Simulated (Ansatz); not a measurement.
**Effective masses and thermopower of BeTe under load (space group F-43m)**

Consider the following.

```yaml
crystal:
  lattice:
    - [0.00000, 2.79893, 2.79893]
    - [2.79893, 0.00000, 2.79893]
    - [2.79893, 2.79893, 0.00000]
  atoms:
    - { symbol: Be, position: [0.00000, 0.00000, 0.00000] }
    - { symbol: Te, position: [0.75000, 0.75000, 0.75000] }
```

Computed with r2SCAN with spin-orbit coupling, rigid bands (plane waves, PAW; Ansatz, a first-principles code). Condition of this run: hydrostatic pressure 2 GPa (the target of the relaxation). How the cell was made: cell and atoms relaxed with r2SCAN, then loaded as said.

```json
{
  "band_gap": "2.01 eV",
  "electron conductivity mass (300 K, dilute)": "0.37 mₑ",
  "hole conductivity mass (300 K, dilute)": "0.38 mₑ",
  "effective density of states N_c (300 K)": "2.7e19 cm⁻³",
  "effective density of states N_v (300 K)": "1.3e19 cm⁻³",
  "density_of_states_mass_electrons": "1.04 mₑ",
  "density_of_states_mass_holes": "0.64 mₑ",
  "Seebeck coefficient, n-type 1e19 cm⁻³, 300 K": "-299 μV/K",
  "best n-type power factor at 300 K for τ = 10 fs (best axis; densities from 1e16 to 1e21 cm⁻³ tried, whether or not they can be reached)": "11.4 μW/(cm·K²) at 1e20 cm⁻³",
  "Seebeck coefficient, p-type 1e19 cm⁻³, 300 K": "242 μV/K",
  "best p-type power factor at 300 K for τ = 10 fs (best axis; densities from 1e16 to 1e21 cm⁻³ tried, whether or not they can be reached)": "5.4 μW/(cm·K²) at 3e19 cm⁻³"
}
```

Rigid bands; masses and Seebeck coefficients take one relaxation time τ for all states and one kind of carrier; polarons and phonon drag are left out.
